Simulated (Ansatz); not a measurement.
## Effect of isotropic strain −3.00 % on Pd

The parent structure is Pd in the fcc (Cu type) structure (space group Fm-3m, No. 225; a = 3.9104 Å; relaxed with 0.1 eV smearing).

Now apply this change: the cell is scaled by 0.9700 in all directions, atoms relaxed at fixed cell.

Computed with plane-wave PAW DFT at the r2SCAN level (Ansatz, a first-principles code, 500 eV), without spin-orbit coupling. Settings: 29×29×29 k-points, 0.1 eV Fermi–Dirac smearing.

```tsv
quantity	base	changed	shift
space group	Fm-3m (No. 225)	Fm-3m (No. 225)	–
energy relative to the base (free energy F)	0 meV/atom	+80 meV/atom	+80 meV/atom
pressure	0.0 GPa	21.5 GPa	+21.5 GPa
band gap	zero	zero	–
```

Final structure:

```xyz
1
Lattice="0.0000 1.8965 1.8965 1.8965 0.0000 1.8965 1.8965 1.8965 0.0000" Properties=species:S:1:pos:R:3 pbc="T T T"
Pd     0.0000     0.0000     0.0000
```

No phonon test of stability was made. All final runs are without spin polarisation. Pd has a high density of states at the Fermi level and may be magnetic at this level.
